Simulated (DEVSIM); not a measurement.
Structure: illuminated Si n-on-p cell, one wavelength, at 400 K.

```
layer (left to right)  material  thickness (μm)  Nd (cm⁻³)  Na (cm⁻³)  τn (s)  τp (s)  absorption coefficient (cm⁻¹)
---------------------  --------  --------------  ---------  ---------  ------  ------  -----------------------------
1                            Si           0.410     3.5e18          -  4.2e-7  8.6e-7                            180
2                            Si            30.0          -     2.4e16  3.2e-5  3.2e-5                            180
```

Left contact: ohmic, minority hole recombination velocity 20 cm/s. Right contact: ohmic, minority electron recombination velocity 700 cm/s. Voltage is applied to the left contact. Recombination: SRH at mid-gap, radiative, Auger. Light enters at the left, 4.3e17 photons cm⁻² s⁻¹, one pass, no reflection. Mobility is constant in doping.

Constants are typed, rounded textbook-type inputs, not results; the design itself was drawn at random and stands for no fabricated device. Values at 300 K; Nc and Nv go as T^1.5, mobilities as T to minus their exponent, the gap by Varshni's rule with the affinity fixed.

```
parameter               Si
----------------  --------
gap (eV)             1.124
affinity (eV)         4.05
permittivity          11.7
Nc (cm⁻³)          2.86e19
Nv (cm⁻³)           3.1e19
μn (cm²/Vs)           1417
μp (cm²/Vs)            470
T exponent of μn       2.3
T exponent of μp       2.2
B (cm³/s)          4.7e-15
Cn (cm⁶/s)         2.8e-31
Cp (cm⁶/s)         9.9e-32
Varshni α (eV/K)  0.000473
Varshni β (K)          636
```

DEVSIM, 1D drift-diffusion, Boltzmann statistics, complete ionisation; no tunnelling, impact ionisation, image-force lowering or self-heating.

The photon flux was swept, all else fixed.

```json
[
 {"photon flux (cm^-2 s^-1)": "1.3e16", "open-circuit voltage (V)": "0.296", "fill factor": "0.66", "short-circuit current (mA/cm²)": "0.846", "largest power (mW/cm²)": "0.165"},
 {"photon flux (cm^-2 s^-1)": "4.3e16", "open-circuit voltage (V)": "0.337", "fill factor": "0.69", "short-circuit current (mA/cm²)": "2.80", "largest power (mW/cm²)": "0.649"},
 {"photon flux (cm^-2 s^-1)": "1.3e17", "open-circuit voltage (V)": "0.375", "fill factor": "0.71", "short-circuit current (mA/cm²)": "8.46", "largest power (mW/cm²)": "2.25"},
 {"photon flux (cm^-2 s^-1)": "4.3e17", "open-circuit voltage (V)": "0.417", "fill factor": "0.73", "short-circuit current (mA/cm²)": "28.0", "largest power (mW/cm²)": "8.50"},
 {"photon flux (cm^-2 s^-1)": "1.3e18", "open-circuit voltage (V)": "0.455", "fill factor": "0.74", "short-circuit current (mA/cm²)": "84.6", "largest power (mW/cm²)": "28.6"},
 {"photon flux (cm^-2 s^-1)": "4.3e18", "open-circuit voltage (V)": "0.497", "fill factor": "0.76", "short-circuit current (mA/cm²)": "280", "largest power (mW/cm²)": "105"},
 {"photon flux (cm^-2 s^-1)": "1.3e19", "open-circuit voltage (V)": "0.536", "fill factor": "0.77", "short-circuit current (mA/cm²)": "846", "largest power (mW/cm²)": "348"}
]
```

From the first row to the last the open-circuit voltage goes from 0.296 to 0.536. From the first row to the last the fill factor goes from 0.66 to 0.77.
